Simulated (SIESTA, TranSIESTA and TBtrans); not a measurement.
Device: Fe chain with one Al atom in place of Fe. Leads: straight Fe chain, spacing 2.385 Å. Geometry: 3 atoms about the centre moved by SIESTA (PBE, DZP) to a largest force of 0.02 eV/Å, all others as built, motion along the axis alone. Transport runs along z; the first 6 and the last 6 of the 21 atoms are the lead cells, repeated to infinity.

```xyz
21
Lattice="9.000 0.000 0.000 0.000 9.000 0.000 0.000 0.000 50.150" Properties=species:S:1:pos:R:3 pbc="F F T"
Fe     4.500     4.500     0.000
Fe     4.500     4.500     2.385
Fe     4.500     4.500     4.770
Fe     4.500     4.500     7.155
Fe     4.500     4.500     9.540
Fe     4.500     4.500    11.925
Fe     4.500     4.500    14.310
Fe     4.500     4.500    16.695
Fe     4.500     4.500    19.080
Fe     4.500     4.500    21.280
Al     4.500     4.500    23.882
Fe     4.500     4.500    26.487
Fe     4.500     4.500    28.685
Fe     4.500     4.500    31.070
Fe     4.500     4.500    33.455
Fe     4.500     4.500    35.840
Fe     4.500     4.500    38.225
Fe     4.500     4.500    40.610
Fe     4.500     4.500    42.995
Fe     4.500     4.500    45.380
Fe     4.500     4.500    47.765
```
Starting moments (μB): atom 7 +3.2, atom 8 +3.2, atom 9 +3.2, atom 10 +3.2, atom 12 +3.2, atom 13 +3.2, atom 14 +3.2, atom 15 +3.2; lead atoms +3.2 (left) and +3.2 (right).

Run with TranSIESTA and TBtrans (open boundaries, self-consistent; PseudoDojo norm-conserving potentials, scalar-relativistic): Spin polarized, PAO.BasisSize DZP, PAO.EnergyShift 0.15 eV, XC.Authors PBE, Mesh.Cutoff 200 Ry, ElectronicTemperature 300 K, TS.Voltage 0.0 eV, TBT.Elecs.Eta 0.001 eV.

Energies count from the leads' Fermi level. Transmissions are for each spin. The energy step is 0.01 eV; narrower resonances are cut or missed.

```tsv
E (eV)	T up	T down
-0.20	0.965	1.38
-0.15	0.963	1.58
-0.10	0.961	1.89
-0.05	0.958	2.31
0.00	0.956	2.69
0.05	0.953	2.83
0.10	0.950	2.74
0.15	0.947	2.55
0.20	0.944	2.37
```

Task: Give the zero-bias conductance in μS and the resistance at 300 K.

Result: At the Fermi level the mean of both spins is (0.956 + 2.69)/2 = 1.82. Averaged with −∂f/∂E over the full grid (kT = 25.9 meV) it is 1.78. With G0 = 2e²/h = 77.48 μS, G = 138 μS and R = 1/G = 7.25 kΩ.

Task: The eigenchannels at the Fermi level (both spins) transmit 0.956, 0.920, 0.920, 0.849. What Fano factor of the shot noise follows at low temperature and bias?

Result: F = Σ τ(1 − τ)/Σ τ = 0.317/3.64 = 0.09.

The magnetic order of the leads was set by the start, and no other order was tried; the separate lead runs end at 3.46 (left) and 3.46 (right) μB an atom. The straight chain is held at its spacing; free chains may zigzag or dimerise.
